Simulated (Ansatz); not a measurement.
## BAs, response to strain

Take BAs in the zinc blende structure (space group F-43m, No. 216; a = 4.7839 Å) as the base. Axes: x, y, z lie along the cube axes.

Strains are applied to the cell and any free atomic positions relax.

Computed with DFT with r2SCAN, PAW potentials and a 500 eV plane-wave cutoff in Ansatz (a program for electronic structure), without spin-orbit coupling.

Candidates:
(a) uniaxial strain ε_zz = +3.00 %
(b) uniaxial strain ε_zz = +2.50 %
(c) uniaxial strain ε_zz = +1.50 %
(d) uniaxial strain ε_zz = +2.00 %
(e) uniaxial strain ε_zz = +0.50 %

For the base:

```
Item                   Value
-------------------  -------
Smallest direct gap  3.44 eV
```

**Question.** Order them by smallest direct gap, lowest first.

**Answer.** (a) uniaxial strain ε_zz = +3.00 % (3.24 eV), (b) uniaxial strain ε_zz = +2.50 % (3.27 eV), (d) uniaxial strain ε_zz = +2.00 % (3.30 eV), (c) uniaxial strain ε_zz = +1.50 % (3.34 eV), (e) uniaxial strain ε_zz = +0.50 % (3.40 eV)

Stability against distortions was not tested.
